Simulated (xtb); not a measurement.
xtb 6.7.1, GFN1-xTB: Fc1cc(-c2c(F)c(F)cc(F)c2F)sc1-c1cc2cc3sccc3cc2s1, 35 atoms. The geometry is a generated start, not checked to be a minimum at this level.

| Quantity | Result |
|---|---|
| method | GFN1-xTB |
| --acc | 1 (default) |
| --etemp (K) | 300 (default) |
| detailed input (--input) | none: ANC optimiser, Lindh (1995) Hessian, microcycle=20, maxdispl=1.0, hlow=0.01 (default) |
| basis functions | 144 |
| valence electrons | 140 |

The structure is relaxed from this start with --opt LEVEL for the levels crude, sloppy, loose, lax, normal, tight, vtight, extreme, once each. Up to the end of the extreme run atoms move by at most 1.7 Å along an axis.

**Question.** Which level is enough to come within 20 meV of the tightest end point?

**Answer.** lax: 40 cycles against 68, ending 1.8 meV above.

| level | cycles | energy above the extreme run (meV) | gradient norm (eV/Å) |
|---|---|---|---|
| crude | 9 | 43 | 0.37 |
| sloppy | 13 | 30 | 0.18 |
| loose | 15 | 27 | 0.19 |
| lax | 40 | 1.8 | 0.061 |
| normal | 44 | 0.90 | 0.013 |
| tight | 50 | 0.40 | 0.0067 |
| vtight | 68 | under 0.01 | 0.0021 |
| extreme | 68 | — | 0.0021 |
